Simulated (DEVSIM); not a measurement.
System: abrupt InP p-n junction, at 300 K.

```csv
layer (left to right),material,thickness (μm),Nd (cm⁻³),Na (cm⁻³),τn (s),τp (s)
1,InP,1.30,-,2e17,1.2e-8,1.2e-8
2,InP,1.70,5.2e16,-,1.2e-8,1.2e-8
```

Left contact: ohmic. Right contact: ohmic. Voltage is applied to the left contact. Recombination: SRH at mid-gap. Mobility is μmin + (μ − μmin)/(1 + (N/Nref)^α).

The device is made up for the run: typed textbook-type constants, with dimensions and the other settings drawn at random. Values at 300 K; Nc and Nv go as T^1.5, mobilities as T to minus their exponent, the gap by Varshni's rule with the affinity fixed.

```tsv
parameter	InP
gap (eV)	1.344
affinity (eV)	4.38
permittivity	12.5
Nc (cm⁻³)	5.7e17
Nv (cm⁻³)	1.1e19
μn (cm²/Vs)	5200
μp (cm²/Vs)	170
μn,min	400
μp,min	10
Nref,n	3e17
Nref,p	4.9e17
αn	0.47
αp	0.62
T exponent of μn	2
T exponent of μp	2
Varshni α (eV/K)	0.000363
Varshni β (K)	162
```

Model (solved in DEVSIM): 1D drift-diffusion, Boltzmann statistics, complete ionisation; no tunnelling, impact ionisation, image-force lowering or self-heating.

The temperature was swept, all else fixed.

```json
[
 {"temperature (K)": "250", "dark forward voltage at 100 A/cm² (V)": "1.143", "largest field in the device at zero bias (V/cm)": "120000", "potential step across the device at zero bias (V)": "1.234", "dark forward voltage at 1 A/cm² (V)": "1.042"},
 {"temperature (K)": "300", "dark forward voltage at 100 A/cm² (V)": "1.074", "largest field in the device at zero bias (V/cm)": "120000", "potential step across the device at zero bias (V)": "1.179", "dark forward voltage at 1 A/cm² (V)": "0.953"},
 {"temperature (K)": "350", "dark forward voltage at 100 A/cm² (V)": "1.003", "largest field in the device at zero bias (V/cm)": "110000", "potential step across the device at zero bias (V)": "1.121", "dark forward voltage at 1 A/cm² (V)": "0.862"},
 {"temperature (K)": "400", "dark forward voltage at 100 A/cm² (V)": "0.930", "largest field in the device at zero bias (V/cm)": "110000", "potential step across the device at zero bias (V)": "1.061", "dark forward voltage at 1 A/cm² (V)": "0.768"},
 {"temperature (K)": "450", "dark forward voltage at 100 A/cm² (V)": "0.856", "largest field in the device at zero bias (V/cm)": "100000", "potential step across the device at zero bias (V)": "0.999", "dark forward voltage at 1 A/cm² (V)": "0.673"},
 {"temperature (K)": "500", "dark forward voltage at 100 A/cm² (V)": "0.780", "largest field in the device at zero bias (V/cm)": "100000", "potential step across the device at zero bias (V)": "0.936", "dark forward voltage at 1 A/cm² (V)": "0.577"}
]
```

From the first row to the last the dark forward voltage at 100 A/cm² goes from 1.143 to 0.780. From the first row to the last the largest field in the device at zero bias goes from 120000 to 100000.
